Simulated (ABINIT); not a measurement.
ABINIT is run on LuH₂ (Fm-3m, 3 atoms in the cell), and the run fails. The aim is a self-consistent single point with DFT, PBEsol, plane waves, PAW (JTH v2.0 PBE PAW, files made for PBE).

Cell that was meant: a = 3.5589 Å, b = 3.5589 Å, c = 3.5589 Å, α = 60.00°, β = 60.00°, γ = 60.00°.

Part of the input:

```
nshiftk 1
shiftk 0 0 0
nstep 50
prtwf 0
prtden 0
enunit 2
```

Output (repeated stretches shortened):

```
 Perdew, Burke & Ernzerhof SOL
 J. P. Perdew, A. Ruzsinszky, G. I. Csonka, O. A. Vydrov, G. E. Scuseria, L. A. Constantin, X. Zhou, and K. Burke, Phys. Rev. Lett. 100, 136406 (2008)
 Perdew, Burke & Ernzerhof SOL
 J. P. Perdew, A. Ruzsinszky, G. I. Csonka, O. A. Vydrov, G. E. Scuseria, L. A. Constantin, X. Zhou, and K. Burke, Phys. Rev. Lett. 100, 136406 (2008)

--- !ERROR
src_file: m_chkinp.F90
src_line: 4101
mpi_rank: 0
message: |
    For the SCF case, one and only one of the input tolerance criteria
    toldff, tolrff, toldfe or tolvrs must differ from zero, while they are
    toldff=  0.000000E+00, tolrff=  0.000000E+00, toldfe=  0.000000E+00
    and tolvrs=  0.000000E+00 for idtset: 1
    Action: change your input file and resubmit the job.
...

--- !ERROR
src_file: m_chkinp.F90
src_line: 4218
mpi_rank: 0
message: |
    Checking consistency of input data against itself gave 1 inconsistency.
    The details of the problem can be found above (or in output or log file).
    In parallel, the details might not even be printed there. Then, try running in sequential to see the details.
...

 abinit_abort: decision taken to exit. Check above messages for more info
Abort(13) on node 0 (rank 0 in comm 0): application called MPI_Abort(MPI_COMM_WORLD, 13) - process 0

--- !ERROR
src_file: m_chkinp.F90
src_line: 4101
mpi_rank: 0
message: |
    For the SCF case, one and only one of the input tolerance criteria
    toldff, tolrff, toldfe or tolvrs must differ from zero, while they are
    toldff=  0.000000E+00, tolrff=  0.000000E+00, toldfe=  0.000000E+00
    and tolvrs=  0.000000E+00 for idtset: 1
    Action: change your input file and resubmit the job.
...

--- !ERROR
src_file: m_chkinp.F90
src_line: 4218
mpi_rank: 0
message: |
    Checking consistency of input data against itself gave 1 inconsistency.
    The details of the problem can be found above (or in output or log file).
    In parallel, the details might not even be printed there. Then, try running in sequential to see the details.
...
```

Q: From the messages shown, name the fault and mend the input.

A: The fault is no stopping criterion. The self-consistent loop needs one tolerance to decide when to stop. To fix it, give one tolerance. The program stopped before any SCF iteration.

An input that runs soundly differs in these lines (not the only fix; some lines may just follow from the change or write a value another way):
```diff
+tolvrs 1.0e-11
```

With that input, the run converged in 39 iterations: free energy E − TS -7588.65 eV; Fermi level (on the code's own zero) 6.16 eV; pressure -3.73 GPa (DFT, PBEsol, plane waves, PAW (JTH v2.0 PBE PAW, files made for PBE)).

On the sound input: the starting cell comes from a database of published, mostly measured structures (it also holds non-ambient and calculated ones), without a prior relaxation at this level. The potentials were made for another functional than the one used. With a pressure of about -4 GPa the cell is away from its equilibrium volume at this level.
